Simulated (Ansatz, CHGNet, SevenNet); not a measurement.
# C11b WSi2: properties by level of theory

Reference values: lattice constant a 3.214 Å (measured, temperature not stated, not corrected to a static lattice; as tabulated in Pavlosiuk et al. (2022), arXiv:2202.05362); lattice parameter c 7.831 Å (measured, temperature not stated, not corrected to a static lattice; as tabulated in Pavlosiuk et al. (2022), arXiv:2202.05362).

```tsv
level (code)	lattice parameter a (Å)	lattice parameter c (Å)
CHGNet 0.3.0 (CHGNet)	3.210	[?]
CHGNet-r²SCAN (CHGNet)	3.203	7.842
SevenNet-l3i5 (SevenNet)	[?]	7.860
RPBE (Ansatz)	3.243	7.897
```

Task: Complete the blanks.

Result: 
- CHGNet 0.3.0 (CHGNet), lattice parameter c (Å): 7.933
- SevenNet-l3i5 (SevenNet), lattice parameter a (Å): 3.233

Differences from the reference values (errors of the level alone only where the reference is corrected to a static lattice):

```tsv
level	lattice constant a (%)	lattice parameter c (%)
CHGNet 0.3.0	-0.12	+1.30
CHGNet-r²SCAN	-0.34	+0.14
SevenNet-l3i5	+0.59	+0.37
RPBE	+0.90	+0.84
```

Nearest: lattice constant a, not ranked (reference at room or unstated temperature); lattice parameter c, not ranked (reference at room or unstated temperature).

Machine-learned potentials (CHGNet 0.3.0, CHGNet-r²SCAN, SevenNet-l3i5) are trained on DFT data, which may include these solids.

Ansatz's density-functional and Hartree–Fock values are scalar-relativistic unless marked +SOC, with PAW data made under PBE.

Differences are worked out from the printed values.

Ansatz is a quantum-chemistry and plane-wave program.
